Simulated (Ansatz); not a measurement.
For YAl₃ (R-3m, No. 166, 12 atoms in the cell; start mp-2451), LDA in Ansatz (PAW) gives:

lattice constant a: 6.067 Å
lattice parameter c: 20.880 Å
cohesive energy: 4.71 eV/atom

Problem. What does r²SCAN (Ansatz, an electronic-structure program, PAW) give for the same quantities?

Solution. 
- lattice constant a: 6.197 Å (grows by 2.1 %)
- lattice parameter c: 21.003 Å (grows by 0.6 %)
- cohesive energy: 4.18 eV/atom (shrinks by 0.53 eV/atom)

Changes are worked out from the printed values.

Unless a cell is named, each level is at its own relaxed cell (LDA 18.49, r²SCAN 19.40 Å³/atom).

The crystal itself was run without spin with LDA, r²SCAN; a magnetic state was not tried in these runs.

Caveats: the relaxation could not lower the start's symmetry, so the cell can be a saddle point above a distorted one (LDA, r²SCAN). Ansatz's density-functional and Hartree–Fock values are scalar-relativistic unless marked +SOC, with PAW data made under PBE.

A start named mp-… is a Materials Project structure, which need not be a measured phase.
